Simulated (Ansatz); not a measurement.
BN (I-4m2), r2SCAN, rigid bands in Ansatz (an electronic-structure program): Condition of this run: uniaxial stress along [001] of -9 GPa (compression positive) (the target of the relaxation). band gap 4.86 eV, N_c = 1.40e19 cm⁻³ and N_v = 4.50e19 cm⁻³ at 300 K, conductivity masses along y (a = (0.00, 1.80, 1.83) Å; b = (1.80, 0.00, 1.83) Å; c = (1.80, 1.80, 0.00) Å) of 0.442 mₑ (electrons) and 0.600 mₑ (holes). Take k_BT = 0.02585 eV.

**Question.** What thermal injection velocity √(2k_BT/πm) limits a ballistic channel along the direction named?

**Answer.** 8.09e6 cm/s for electrons and 6.95e6 cm/s for holes, a ratio of √(m_h/m_e) = 1.17, for dilute carriers.

**Question.** A film of it is 2 nm thick, with its normal along the direction named. Estimate the confinement energies in an infinite well.

**Answer.** ħ²π²/(2m t²) = 0.376 eV·nm²/(m/mₑ × t²) gives 213 meV for electrons and 157 meV for holes, so the gap would widen to about 5.23 eV. Finite barriers and nonparabolic bands lower this, and with several valleys or bands the heaviest mass along the normal sets the lowest level, not this average.

**Question.** Find the intrinsic carrier density and the intrinsic Fermi level.

**Answer.** n_i = √(N_c N_v) exp(−E_g/2k_BT) = 2.51e19 × exp(−94.00) = 3.8e-22 cm⁻³. The level lies (k_BT/2) ln(N_v/N_c) = 15 meV from mid-gap (positive towards the conduction band). Each 0.1 eV added to the gap lowers n_i by a factor of 6.9.

Rigid, parabolic bands with the computed gap; masses take one relaxation time for all states. Spin-orbit coupling is left out. Geometry: cell and atoms relaxed with PBEsol.
